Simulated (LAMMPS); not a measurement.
Melts of Ni (fcc) cooled to 300 K at several rates.

Level of theory: classical MD, pair style meam, file library.meam (library.meam-Ni); code LAMMPS.

```
cooling rate (K/s)  energy above the crystal  state                  density       coordination number       rough cost
------------------  ------------------------  -----  -----------------------  ------------------------  ---------------
3e+12                          0.147 eV/atom  glass  8.55 g/cm³ (one sample)  10.4 (counted to 2.86 Å)  30 core-minutes
1e+13                          0.156 eV/atom  glass  8.50 g/cm³ (one sample)  10.2 (counted to 2.86 Å)   9 core-minutes
1e+14                          0.175 eV/atom  glass  8.45 g/cm³ (one sample)  10.2 (counted to 2.86 Å)   7 core-minutes
```

Costs are rough and include melting and analysis.

Caution: the potential MEAM library.meam-Ni is a first-neighbour MEAM set with a 4 Å cutoff, used here without a parameter file and away from the static properties it was fitted to.
